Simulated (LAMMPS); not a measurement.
Consider Al (fcc), 864 atoms, at 700 K and 0 GPa, heated as the crystal in molecular dynamics.

Method: classical MD, pair style meam, file MoCoNiVFeAlCr_2nn.meam; code LAMMPS.

The state found is crystal; no diffusion seen in 30 ps, the density comes out as 2.5865 ± 0.0002 g/cm³ and the volume per atom comes out as 17.322 ± 0.002 Å³. The enthalpy per atom is -3.1676 ± 0.0004 eV and the first peak of g(r) comes out as 2.86 Å, height 4.3. The coordination number comes out as 12.0 (counted to 3.54 Å). The most common Al-Al-Al angle is in the 3° bin centred on 58.5° (mean of all 97°), the mean frequency of the velocity spectrum comes out as 5.8 THz and the cost comes out as roughly 10 core-minutes.

Potential: file MoCoNiVFeAlCr_2nn.meam of the LAMMPS distribution; its header cites Wang, J., Kwon, H., Kim, H.S. et al. A neural network model for high entropy alloy design. npj Comput Mater 9, 60 (2023).

States go by the mean squared displacement: a species diffuses where it passes 1.5 Å², still rises and gives D over 1e-6 cm²/s; a crystal has left its structure where atoms lie 0.35 Å off their sites on average or a cubic box changes its shape by 3 %.

Errors shown are sampling errors alone.

| frequency (THz) | spectral density (1/THz) |
|---|---|
| 0.07500 | 0.0001 |
| 0.3750 | 0.0004 |
| 0.6750 | 0.0009 |
| 0.9750 | 0.0062 |
| 1.275 | 0.0165 |
| 1.575 | 0.0241 |
| 1.875 | 0.0290 |
| 2.175 | 0.0276 |
| 2.475 | 0.0417 |
| 2.775 | 0.0647 |
| 3.075 | 0.0709 |
| 3.375 | 0.0751 |
| 3.675 | 0.0977 |
| 3.975 | 0.1381 |
| 4.275 | 0.1829 |
| 4.575 | 0.2427 |
| 4.875 | 0.2883 |
| 5.175 | 0.2677 |
| 5.475 | 0.2189 |
| 5.775 | 0.1850 |
| 6.075 | 0.1431 |
| 6.375 | 0.1104 |
| 6.675 | 0.1182 |
| 6.975 | 0.1245 |
| 7.275 | 0.1254 |
| 7.575 | 0.1356 |
| 7.875 | 0.1285 |
| 8.175 | 0.1052 |
| 8.475 | 0.0779 |
| 8.775 | 0.0575 |
| 9.075 | 0.0429 |
| 9.375 | 0.0348 |
| 9.675 | 0.0292 |
| 9.975 | 0.0228 |
| 10.27 | 0.0171 |
| 10.57 | 0.0132 |
| 10.88 | 0.0102 |
| 11.18 | 0.0081 |
| 11.48 | 0.0068 |
| 11.77 | 0.0058 |
| 12.07 | 0.0051 |
| 12.38 | 0.0046 |
| 12.68 | 0.0041 |
| 12.98 | 0.0036 |
| 13.27 | 0.0031 |
| 13.57 | 0.0026 |
| 13.88 | 0.0023 |
| 14.18 | 0.0019 |
| 14.48 | 0.0016 |
| 14.77 | 0.0014 |

| angle (°) | probability per degree, Al-Al-Al |
|---|---|
| 43.50 | 0.0000 |
| 46.50 | 0.0003 |
| 49.50 | 0.0023 |
| 52.50 | 0.0092 |
| 55.50 | 0.0214 |
| 58.50 | 0.0298 |
| 61.50 | 0.0275 |
| 64.50 | 0.0176 |
| 67.50 | 0.0085 |
| 70.50 | 0.0032 |
| 73.50 | 0.0011 |
| 76.50 | 0.0010 |
| 79.50 | 0.0025 |
| 82.50 | 0.0057 |
| 85.50 | 0.0095 |
| 88.50 | 0.0125 |
| 91.50 | 0.0120 |
| 94.50 | 0.0088 |
| 97.50 | 0.0052 |
| 100.5 | 0.0026 |
| 103.5 | 0.0017 |
| 106.5 | 0.0029 |
| 109.5 | 0.0066 |
| 112.5 | 0.0125 |
| 115.5 | 0.0185 |
| 118.5 | 0.0224 |
| 121.5 | 0.0211 |
| 124.5 | 0.0166 |
| 127.5 | 0.0104 |
| 130.5 | 0.0054 |
| 133.5 | 0.0024 |
| 136.5 | 0.0010 |
| 139.5 | 0.0004 |
| 142.5 | 0.0001 |
| 145.5 | 0.0001 |
| 148.5 | 0.0000 |
| 151.5 | 0.0000 |
| 154.5 | 0.0001 |
| 157.5 | 0.0002 |
| 160.5 | 0.0008 |
| 163.5 | 0.0019 |
| 166.5 | 0.0039 |
| 169.5 | 0.0062 |
| 172.5 | 0.0077 |
| 175.5 | 0.0067 |
| 178.5 | 0.0027 |
